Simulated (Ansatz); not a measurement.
**Pd, pressure series**

The reference is Pd in the fcc (Cu type) structure (space group Fm-3m, No. 225; a = 3.8757 Å).

Cell and atoms are relaxed at each pressure.

Computed with DFT with PBEsol, PAW potentials and a 420 eV plane-wave cutoff in Ansatz (an electronic-structure program), no SOC.

| pressure (GPa) | volume per atom (Å³/atom) |
|---|---|
| -2 | 14.703 |
| -1 | 14.628 |
| 0 | 14.555 |
| 2.1 | ? |
| 4.5 | 14.254 |
| 9 | 13.989 |
| 15 | 13.677 |
| 22.5 | 13.339 |
| 30 | 13.045 |

Task: Fit the third-order Birch–Murnaghan form P(V) = (3B₀/2)[(V₀/V)^(7/3) − (V₀/V)^(5/3)]·[1 + (3/4)(B₀′ − 4)((V₀/V)^(2/3) − 1)] (squares taken in P) to the rows shown and predict the withheld row.

Result: Least squares on the printed values gives V₀ = 14.555 Å³/atom, B₀ = 204 GPa, B₀′ = 5.4; this predicts 14.410 Å³/atom, and the run gives 14.410 Å³/atom, in agreement.

Load acts through the strain it causes; cell and atoms are relaxed under it. Whether these cells are dynamically stable was not tested. Competing high-pressure phases were not computed. All final runs are without spin polarisation.
